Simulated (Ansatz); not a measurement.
Take GaN in the zinc blende structure (space group F-43m, No. 216) as the base.

```
GaN
1.0
    0.00000     2.24896     2.24896
    2.24896     0.00000     2.24896
    2.24896     2.24896     0.00000
N Ga
1 1
Cartesian
  3.37343   3.37343   3.37343
  0.00000   0.00000   0.00000
```

The values are results of plane-wave PAW DFT at the r2SCAN level (Ansatz, an electronic-structure program, 500 eV), scalar-relativistic without spin-orbit coupling, not measurements.

Base values:

```
Quantity              Result
-------------------  -------
Band gap             2.17 eV
Lattice parameter a  4.498 Å
```

Modification: a hydrostatic pressure of 0.3 GPa.

Question: Predict the new band gap.

Answer: The band gap rises by 0.01 eV, from 2.17 eV to 2.18 eV.

Question: What happens to the lattice parameter a?

Answer: The lattice parameter a falls by 0.002 Å, from 4.498 Å to 4.496 Å.

Load acts through the strain it causes; cell and atoms are relaxed under it. No phonon test of stability was made. This is not the structure that GaN has at room temperature and ambient pressure.
